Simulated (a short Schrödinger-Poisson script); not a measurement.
From a short Schrödinger-Poisson script (our own, NumPy): one-band effective-mass equation with BenDaniel-Duke matching, electrons, heavy and light holes apart, hard walls at the outer ends, one valence edge for both holes (no strain splitting), no charge, excitons, band mixing or non-parabolicity; under a field the levels are quasi-bound states of a box, listed while three quarters of their weight lies within 4 nm of the wells.

Structure: single In0.15Ga0.85N/GaN quantum well.

From the first side: 12 nm GaN; 4 nm In0.15Ga0.85N, built-in field 1800 kV/cm; 12 nm GaN.

Constants are typed, rounded textbook-type inputs, not results; the design itself was drawn at random and stands for no fabricated device. In0.15Ga0.85N: direct gap (eV) 2.847, conduction-band edge (eV) 0, electron mass (mₑ) 0.1805, heavy-hole mass 1.7, light-hole mass 0.3. GaN: direct gap (eV) 3.43, conduction-band edge (eV) 0.408, electron mass (mₑ) 0.2, heavy-hole mass 1.9, light-hole mass 0.33.

The valence-band edge of each layer lies one gap below its conduction-band edge. The electron's potential energy rises along the stack by the applied field and, inside the well alone, by the built-in field (unscreened; none in the barriers). Mesh 0.03 nm at interfaces.

Problem. Give the squared e1-hh1 overlap at zero applied field; the shift of e1-hh1 at 105 kV/cm (meV); the e1-hh1 transition at zero applied field (eV).

Solution. squared e1-hh1 overlap at zero applied field: 0.008; shift of e1-hh1 at 105 kV/cm (meV): -34.3; e1-hh1 transition at zero applied field (eV): 2.553. Excitons, screening of the built-in field, fields in the barriers and alloy fluctuations are left out, and strain enters only through the typed gaps and offsets, so measured lines lie elsewhere.
